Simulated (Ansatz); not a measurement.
Functionals side by side, with their cost (level): Cs2AgBiBr6 (Fm-3m, 10 atoms in the cell)

Cell: a = 8.1730 Å, b = 8.1730 Å, c = 8.1730 Å, α = 60.00°, β = 60.00°, γ = 60.00°.

Program: Ansatz (a program for electronic structure), PAW files made with PBE; each row names its functional.

Base settings: basis.ecutwfc = 30.9 Ry; kpoints.mp_grid.grid = 2 2 2; hamiltonian.xc = hse06; hamiltonian.pseudopotentials = {kind: paw} (the program's default PAW files); scf.occupations.method = fermi_dirac; scf.occupations.width = 0.0037 Ry.

Differences are taken from HSE06, a reference of convenience: it is no measurement, and no ranking of the functionals follows.

Core times come from one kind of shared machine and are given to one figure; runs under 30 s give none.

The starting cell comes from a database of computed structures (which also holds hypothetical and non-ambient phases and stackings), without a prior relaxation at this level. Its lattice was rescaled by a random factor within 2.5 % of one. Spin-orbit coupling is off. Ansatz's pressure includes its estimate of the finite-basis (Pulay) stress.

| level | gap on the mesh less reference (eV) | pressure less reference (GPa) | largest difference in the force on any atom (eV/Å) | core time / reference (rough) |
|---|---|---|---|---|
| PBE | -0.914 | 0.54 | 0.181 | – |
| PBE0 | 0.666 | -0.04 | 0.003 | 0.9 |
| HSE06 | 0.000 | 0.00 | 0.000 | 1 |

PBE ran in under 30 s, against roughly 100 s for HSE06.

Keys are those of Ansatz 0.2.
